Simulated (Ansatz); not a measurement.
The starting structures come from a database of crystals and need not be the phases stable at ambient conditions.

 Where the default PAW files enter, the runs use the earlier of Ansatz's two default sets.

Here is the system:

```
CELL_PARAMETERS angstrom
      4.00390     0.00000     0.00000
      0.00000     4.00390     0.00000
      0.00000     0.00000     5.62318
ATOMIC_POSITIONS crystal
  Zn 0.00000 0.00000 0.00000
  Sn 0.50000 0.50000 0.50000
  P  0.00000 0.50000 0.22706
  P  0.50000 0.00000 0.77294
```

Space group of this cell: P-4m2. The cell is taken as given.

The numbers are results of r2SCAN (plane waves, PAW; Ansatz, a quantum-chemistry and plane-wave program), not measurements.

The current runs along the normal of the first two printed vectors; no spin-orbit coupling. Scaled by the factor s: both lengths across the current (ions clamped). Meshes 8×8×6 and 8×8 across the current in all rows.

```json
[
 {"s": "0.98", "mean pressure (GPa)": "3.5", "band gap (eV)": "0.97"},
 {"s": "1.00", "mean pressure (GPa)": "0.2", "band gap (eV)": "0.87"},
 {"s": "1.02", "mean pressure (GPa)": "-2.6", "band gap (eV)": "?"}
]
```

### Question
Take the slope of the band gap against ln s from the two given rows, extrapolate to s = 1.02, and say what the run there gives.

### Answer
Slope = (0.97 − 0.87) / ln 0.98 = -4.95 eV. The line gives 0.87 + (-4.95) × ln 1.02 = 0.77 eV. The run gives 0.75 eV, 0.02 eV under the line, 22 % of the predicted step.
